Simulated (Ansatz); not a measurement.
Functionals compared on the (111) surface of rock-salt AgCl in its 1x1 cell (cut with top plane Cl, bottom plane Cl), relaxed from an ideal cut (the real face may reconstruct), outermost plane spacing 1.62 Å in the ideal cut (one of several cuts of this face), with 1 Cl a cell over the bulk's ratio, in Ansatz (plane waves, PAW). The structure was relaxed with PBE; the other rows are single points on it, each with its references at the same level. Cutoff 420 eV (500 eV for r2SCAN).

Slab: 9 atoms, Ag4Cl5, 13.0 Å thick at the start; k 7x7x1, smearing 0.025 eV, dipole-corrected; all atoms relaxed; held to the start's symmetry, so lower structures may exist; spin-polarised from one start with parallel moments (other orders not tried), no spin-orbit, no U. The slab shows no gap on its mesh. The starting moment vanished. These notes are the PBE run's. r2SCAN: The program's check for a lower electronic state was not made.

A dash marks a value that is undefined for that row or was read on another mesh.

```tsv
functional	work function of the top face (eV)	ionisation potential (eV)	rough cost of the single point
PBE	6.94	6.77	–
LDA	7.16	–	very roughly 40 core-seconds
PBEsol	6.95	6.77	about 40 core-seconds (a rough figure)
RPBE	6.86	6.69	very roughly 40 core-seconds
r2SCAN	7.27	7.11	about 120 core-seconds (a rough figure)
```

Ansatz is a first-principles code.
